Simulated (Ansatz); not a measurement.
Terminations of the (0001) surface of wurtzite GaN (Ga plane on top), measured from the surface '2x2 with 3 H on 4 top atoms'. Atoms come from or go to: Al: fcc Al, H: ½ H2(g), Mg: hcp Mg, N: ½ N2(g). ΔE is the energy of forming the row's surface from that one (negative: more stable at these reservoirs); the vacuum level's shift is aligned on the shared bottom. No zero-point or thermal terms. These are constructed structures in small cells; real faces may alloy, dewet or reconstruct in larger ones, and not all known structures of the face are among them. Slabs of about 14 Å, Fermi-Dirac smearing of 0.025 eV. Bottom of the slabs: H caps. Relaxed from the named starts with such symmetry as they have, on meshes of like density; energies extrapolated to zero smearing; spin only where a row says so; no spin-orbit coupling, no U. Brackets mark spin-polarised runs, whose order is one that fits the cell. Where a second, spin-polarised start was run, the lower counts. A dash marks a value that is undefined for that row (no clear gap, or no work function of a gapped slab) or was not read reliably on its mesh.

Method: PBE (plane waves to 420 eV, PAW; Ansatz, an electronic-structure program).

| surface | atoms added per 1x1 | ΔE per 1x1 (eV) | slab gap (eV) | shift of the vacuum level (eV) | work function (eV) |
|---|---|---|---|---|---|
| 2x2 Mg adatom at T4 [spin, 1.0 μB a cell] | -0.75 H, +0.25 Mg | … | – | -1.89 | – |
| 2x2 with 3 NH2 on 4 top atoms | +0.75 H, +0.75 N | … | … | -0.42 | – |
| relaxed from the ideal Ga-terminated 1x1 (like top atoms buckled by 0.7 Å) [spin, 0.9 μB a cell] | -0.75 H | 0.81 | – | -0.71 | 4.06 |
| 2x2 Al adatom at T4 | +0.25 Al, -0.75 H | … | 0.46 | -1.10 | – |

Task: Some entries are withheld; supply them.

Result: 
- 2x2 Mg adatom at T4 [spin, 1.0 μB a cell], ΔE per 1x1 (eV): 0.71
- 2x2 with 3 NH2 on 4 top atoms, ΔE per 1x1 (eV): -0.72
- 2x2 with 3 NH2 on 4 top atoms, slab gap (eV): 0.86
- 2x2 Al adatom at T4, ΔE per 1x1 (eV): 0.64
